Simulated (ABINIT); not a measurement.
Input and output of a self-consistent single point for Cs2LiBiBr6 (Fm-3m, 10 atoms in the cell) (ABINIT)

Method of the run: LDA (PW92), PAW (JTH v2.0 LDA PAW) (plane waves; ABINIT).

The input file:

```
# Cs2LiBiBr6, JTH v2.0 LDA PAW
pp_dirpath "./"
pseudos "Cs.LDA_PW-JTH.xml, Li.LDA_PW-JTH.xml, Bi.LDA_PW-JTH.xml, Br.LDA_PW-JTH.xml"
acell 3*1.0
rprim
        -0.0000000000   10.5818143424   10.5818143424
        10.5818143424   -0.0000000000   10.5818143424
        10.5818143424   10.5818143424   -0.0000000000
natom 10
ntypat 4
znucl 55 3 83 35
typat 1 1 2 3 4 4 4 4 4 4
xcart
        15.8727215136   15.8727215136   15.8727215136
         5.2909071712    5.2909071712    5.2909071712
        10.5818143424   10.5818143424   10.5818143424
         0.0000000000    0.0000000000    0.0000000000
         5.3681544159   10.5818143424   10.5818143424
        15.7954742689   10.5818143424   10.5818143424
        10.5818143424    5.3681544159   10.5818143424
        10.5818143424   15.7954742689   10.5818143424
        10.5818143424   10.5818143424    5.3681544159
        10.5818143424   10.5818143424   15.7954742689
ecut 42 Ry
pawecutdg 84 Ry
pawxcdev 0
occopt 3
tsmear 0.00183747
nband 49
kptopt 1
ngkpt 2 2 2
nshiftk 1
shiftk 0 0 0
nstep 80
tolvrs 1.0e-11
prtwf 0
prtden 0
```

The program printed (abridged):

```
 Symmetries : space group Fm -3 m (#225); Bravais cF (face-center cubic)

 -outvars: echo values of preprocessed input variables --------
            acell      1.0000000000E+00  1.0000000000E+00  1.0000000000E+00 Bohr
             ecut      2.10000000E+01 Hartree
              ixc       -1012
         kptrlatt        2    0    0      0    2    0      0    0    2
          kptrlen      2.99298907E+01
            natom          10
            nband          49
            ngfft          64      64      64
          ngfftdg          90      90      90
             nkpt           3
            nstep          80
             nsym          48
           ntypat           4
           occopt           3
        pawecutdg      4.20000000E+01 Hartree
         pawxcdev           0
            rprim     -0.0000000000E+00  1.0581814342E+01  1.0581814342E+01
                       1.0581814342E+01 -0.0000000000E+00  1.0581814342E+01
                       1.0581814342E+01  1.0581814342E+01 -0.0000000000E+00
          spgroup         225
           tolvrs      1.00000000E-11
           tsmear      1.83747000E-03 Hartree
            typat      1  1  2  3  4  4  4  4  4  4
           useylm           1
             xred      7.5000000000E-01  7.5000000000E-01  7.5000000000E-01
                       2.5000000000E-01  2.5000000000E-01  2.5000000000E-01
                       5.0000000000E-01  5.0000000000E-01  5.0000000000E-01
                       0.0000000000E+00  0.0000000000E+00  0.0000000000E+00
                       7.4635000000E-01  2.5365000000E-01  2.5365000000E-01
                       2.5365000000E-01  7.4635000000E-01  7.4635000000E-01
                       2.5365000000E-01  7.4635000000E-01  2.5365000000E-01
                       7.4635000000E-01  2.5365000000E-01  7.4635000000E-01
                       2.5365000000E-01  2.5365000000E-01  7.4635000000E-01
                       7.4635000000E-01  7.4635000000E-01  2.5365000000E-01
            znucl       55.00000    3.00000   83.00000   35.00000

== DATASET  1 ==================================================================

 Real(R)+Recip(G) space primitive vectors, cartesian coordinates (Bohr,Bohr^-1):
 R(1)=  0.0000000 10.5818143 10.5818143  G(1)= -0.0472509  0.0472509  0.0472509
 R(2)= 10.5818143  0.0000000 10.5818143  G(2)=  0.0472509 -0.0472509  0.0472509
 R(3)= 10.5818143 10.5818143  0.0000000  G(3)=  0.0472509  0.0472509 -0.0472509
 Unit cell volume ucvol=  2.3697930E+03 bohr^3
 Angles (23,13,12)=  6.00000000E+01  6.00000000E+01  6.00000000E+01 degrees

 Coarse grid specifications (used for wave-functions):

 getcut: wavevector=  0.0000  0.0000  0.0000  ngfft=  64  64  64
         ecut(hartree)=     21.000   => boxcut(ratio)=   2.07315

 Fine grid specifications (used for densities):

 getcut: wavevector=  0.0000  0.0000  0.0000  ngfft=  90  90  90
         ecut(hartree)=     42.000   => boxcut(ratio)=   2.06173

   2.46608140E+04                                ecore*ucvol(ha*bohr**3)

_setup2: Arith. and geom. avg. npw (full set) are   10878.375   10878.310

--- !BeginCycle
solver: {iscf: 17, nstep: 80, nline: 4, wfoptalg: 10, }
tolerances: {tolvrs: 1.00E-11, }
...

     iter   Etot(hartree)      deltaE(h)  residm     nres2
 ETOT  1  -196.35789630949    -1.964E+02 1.063E+01 3.197E+01
 ETOT  2  -203.92979073618    -7.572E+00 1.250E-01 4.262E+01
 ETOT  3  -203.73730059738     1.925E-01 5.220E-02 1.600E+01
 ETOT  4  -203.67558517307     6.172E-02 3.495E-02 5.229E+00
 ETOT  5  -203.66987348551     5.712E-03 1.161E-02 4.156E+00
 ETOT  6  -203.64098025483     2.889E-02 6.754E-03 1.576E-01
   [... 8 lines left out ...]
 ETOT 15  -203.64243826294     1.379E-10 6.795E-05 8.210E-09
 ETOT 16  -203.64243826298    -4.843E-11 4.441E-05 9.876E-10
 ETOT 17  -203.64243826298     1.165E-12 2.602E-05 1.204E-10
 ETOT 18  -203.64243826298     7.930E-12 1.702E-05 3.429E-11
 ETOT 19  -203.64243826299    -9.749E-12 1.002E-05 1.872E-12

 At SCF step   19       nres2   =  1.87E-12 < tolvrs=  1.00E-11 =>converged.

 Cartesian components of stress tensor (hartree/bohr^3)
  sigma(1 1)=  6.18297086E-05  sigma(3 2)=  0.00000000E+00
  sigma(2 2)=  6.18297086E-05  sigma(3 1)=  0.00000000E+00
  sigma(3 3)=  6.18297086E-05  sigma(2 1)=  0.00000000E+00

 ----iterations are completed or convergence reached----

 reduced coordinates (array xred) for   10 atoms
       0.750000000000      0.750000000000      0.750000000000
       0.250000000000      0.250000000000      0.250000000000
       0.500000000000      0.500000000000      0.500000000000
       0.000000000000      0.000000000000      0.000000000000
       0.746350000000      0.253650000000      0.253650000000
       0.253650000000      0.746350000000      0.746350000000
       0.253650000000      0.746350000000      0.253650000000
       0.746350000000      0.253650000000      0.746350000000
       0.253650000000      0.253650000000      0.746350000000
       0.746350000000      0.746350000000      0.253650000000
 cartesian forces (eV/Angstrom) at end:
    1     -0.00000000000000     0.00000000000000     0.00000000000000
    2     -0.00000000000000     0.00000000000000     0.00000000000000
    3     -0.00000000000000     0.00000000000000     0.00000000000000
    4     -0.00000000000000     0.00000000000000     0.00000000000000
    5     -0.00231968007406     0.00000000000000     0.00000000000000
    6      0.00231968007406    -0.00000000000000     0.00000000000000
    7     -0.00000000000000    -0.00231968007406     0.00000000000000
    8      0.00000000000000     0.00231968007406    -0.00000000000000
    9      0.00000000000000     0.00000000000000    -0.00231968007406
   10     -0.00000000000000     0.00000000000000     0.00231968007406
 frms,max,avg= 1.0373925E-03 2.3196801E-03   0.000E+00  0.000E+00  0.000E+00 e/A
 length scales=  1.000000000000  1.000000000000  1.000000000000 bohr
              =  0.529177208590  0.529177208590  0.529177208590 angstroms
 Fermi (or HOMO) energy (hartree) =   0.00485   Average Vxc (hartree)=  -0.31254
 Eigenvalues (hartree) for nkpt=   3  k points:
 kpt#   1, nband= 49, wtk=  0.12500, kpt=  0.0000  0.0000  0.0000 (reduced coord)
  -1.65990   -0.85982   -0.85982   -0.85859   -0.85859   -0.85859   -0.77068   -0.77042
  -0.55223   -0.52866   -0.52866   -0.52866   -0.51997   -0.51997   -0.39903   -0.28704
  -0.28704   -0.28704   -0.28437   -0.28437   -0.28437   -0.16428   -0.16428   -0.16428
  -0.10493   -0.10493   -0.10493   -0.09721   -0.07703   -0.07703   -0.07263   -0.07263
  -0.07263   -0.06436   -0.06436   -0.06436   -0.04923   -0.04923   -0.04923    0.06695
   0.06695    0.06695    0.11494    0.14908    0.14908    0.17287    0.17928    0.17928
   0.17928
      occupation numbers for kpt#   1
   2.00000    2.00000    2.00000    2.00000    2.00000    2.00000    2.00000    2.00000
   2.00000    2.00000    2.00000    2.00000    2.00000    2.00000    2.00000    2.00000
   2.00000    2.00000    2.00000    2.00000    2.00000    2.00000    2.00000    2.00000
   2.00000    2.00000    2.00000    2.00000    2.00000    2.00000    2.00000    2.00000
   2.00000    2.00000    2.00000    2.00000    2.00000    2.00000    2.00000    0.00000
   0.00000    0.00000    0.00000    0.00000    0.00000    0.00000    0.00000    0.00000
   0.00000
 prteigrs : prtvol=0 or 1, do not print more k-points.

--- !EnergyTerms
comment             : Components of total free energy in Hartree
kinetic             :  4.56460605922978E+01
hartree             :  5.07532708853053E+01
xc                  : -6.44621481641415E+01
Ewald energy        : -1.42506933464377E+02
psp_core            :  1.04063157551923E+01
local_psp           : -1.50344952149618E+02
spherical_terms     :  4.68659486154357E+01
internal            : -2.03642437929905E+02
'-kT*entropy'       : -6.38052146637445E-14
total_energy        : -2.03642437929905E+02
total_energy_eV     : -5.54139254869687E+03
...

-Cartesian components of stress tensor (GPa)         [Pressure= -1.8191E+00 GPa]
- sigma(1 1)=  1.81909252E+00  sigma(3 2)=  0.00000000E+00
- sigma(2 2)=  1.81909252E+00  sigma(3 1)=  0.00000000E+00
- sigma(3 3)=  1.81909252E+00  sigma(2 1)=  0.00000000E+00

 Calculation completed.
```

The run converged in 19 iterations.

The starting cell comes from a database of computed structures (which also holds hypothetical and non-ambient phases and stackings), without a prior relaxation at this level. Its lattice was rescaled by a random factor within 2.5 % of one.

Cost on one core of a shared machine: roughly 3 min.
